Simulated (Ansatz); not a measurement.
Functionals compared on OH on the 1x1 (10-10) surface of wurtzite GaN (cut with top plane Ga + N), one in a 2x1 cell, started at the site 'top Ga #2', in Ansatz (plane waves, PAW). The structure was relaxed with PBE; the other rows are single points on it, each with its references at the same level. Cutoff 420 eV (500 eV for r2SCAN). The points keep PBE's geometry, so the relaxation of a polaron and the settling of charge on one site are left out.

Host crystal: wurtzite GaN, with a band gap (PBE, scalar-relativistic without spin-orbit coupling).

Slab: 34 atoms, 9.3 Å thick at the start under the adsorbate (thin: gaps and levels are the slab's own); k 3x4x1, smearing 0.01 eV, dipole-corrected; 16 atoms held, the rest relaxed; no symmetry held; spin-polarised, ending with about 1.0 μB a cell; orders that need a larger cell were not tried, no spin-orbit, no U, no dispersion correction. At the end it is bonded to Ga. In PBE it is, or lies within 0.03 eV of, the lowest of the starts that converged. These notes are the PBE run's. r2SCAN: The program's check for a lower electronic state was not made. Adsorption energies are against H2O(g) − ½ H2(g). A negative adsorption energy means that the adsorbate is more stable on the surface than in its reference.

| functional | adsorption energy (eV) | magnetic moment of the cell (μB) | rough cost of the single point |
|---|---|---|---|
| PBE | 0.44 | 1.00 | – |
| RPBE | ? | 1.00 | around 8 core-minutes (rough) |
| r2SCAN | 0.10 | 1.00 | about 9 core-minutes (a rough figure) |

**Question.** Complete the blanks.

**Answer.** 
- RPBE, adsorption energy (eV): 0.47

Ansatz is a program for electronic structure.
